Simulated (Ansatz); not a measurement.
AlN (model structure, started from the BeO type, P4₂/mnm, No. 136, 8 atoms in the cell), treated with LDA (plane waves, PAW; Ansatz, a quantum-chemistry and plane-wave program).

Run with plane-wave cutoff 520 eV, 6×6×12 k mesh (along the axes of the cell as run), Fermi–Dirac smearing 0.01 eV, scalar-relativistic PAW data made under PBE.

Cell (relaxed at this level):

```
CELL_PARAMETERS angstrom
      5.25069     0.00000     0.00000
      0.00000     5.25069     0.00000
      0.00000     0.00000     3.08473
ATOMIC_POSITIONS crystal
  Al 0.32292 0.67708 0.00000
  Al 0.67708 0.32292 0.00000
  Al 0.82292 0.82292 0.50000
  Al 0.17708 0.17708 0.50000
  N  0.31521 0.31521 0.00000
  N  0.68479 0.68479 0.00000
  N  0.18479 0.81521 0.50000
  N  0.81521 0.18479 0.50000
```

**Question.** What does this level give for the band gap and bulk modulus?

**Answer.** 
- band gap = 4.01 eV (on the SCF k mesh)
- bulk modulus = 196 GPa

Note: the bulk modulus is −V dP/dV from two relaxed cells at ±2 % in volume; the relaxation could raise the start's symmetry but not lower it, so the cell can be a saddle point.

The computed numbers hold no vibrational or temperature effects.

Cost on a shared machine: around 80 core-seconds (rough).

A model structure was made by putting elements into a prototype or built by hand; it is no filed structure, need not be a known phase, and can be a saddle point held by its symmetry.
